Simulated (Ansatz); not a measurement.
Consider ZnCu2SnS4 (space group I-4, No. 82; a = 5.317 Å, c = 10.643 Å). Axes: x, y, z lie along a, b, c of the conventional cell.

Structures relaxed with LDA, PAW, 420 eV (Ansatz, an electronic-structure program; scalar-relativistic without spin-orbit coupling).

Base:

Simulated powder pattern, Cu Kα1, λ = 1.54056 Å (kinematic, ideal powder, no thermal factors, no anomalous dispersion; the 10 strongest lines at most, above 2 %, up to 2θ = 90°):

```csv
2θ (°),I/Imax (%),hkl
29.05,100,(112)
33.66,5.2,(004)
33.68,11,(200)
48.35,38,(204)
48.37,19,(220)
57.39,13,(116)
57.42,27,(132)
70.82,5.6,(400)
78.28,10,(316)
78.31,5.0,(332)
```

One thing is altered: uniaxial strain ε_zz = +2.25 %, all other strain components held at zero; the atoms relax in the strained cell.

Task: Where do the lines fall after the change?

Result: 
Simulated powder pattern, Cu Kα1, λ = 1.54056 Å (kinematic, ideal powder, no thermal factors, no anomalous dispersion; the 10 strongest lines at most, above 2 %, up to 2θ = 90°):

| 2θ (°) | d (Å) | I/Imax (%) | hkl |
|---|---|---|---|
| 28.84 | 3.093 | 100 | (112) |
| 33.68 | 2.659 | 10 | (200) |
| 47.79 | 1.902 | 39 | (204) |
| 48.37 | 1.880 | 19 | (220) |
| 56.27 | 1.634 | 14 | (116) |
| 57.30 | 1.607 | 26 | (132) |
| 70.82 | 1.329 | 5.5 | (400) |
| 77.31 | 1.233 | 10 | (316) |
| 88.68 | 1.102 | 6.1 | (228) |
| 89.98 | 1.090 | 12 | (244) |

The indices refer to the base's conventional cell; one index is shown for lines that coincide.

Whether these cells are dynamically stable was not tested. All final runs are without spin polarisation.
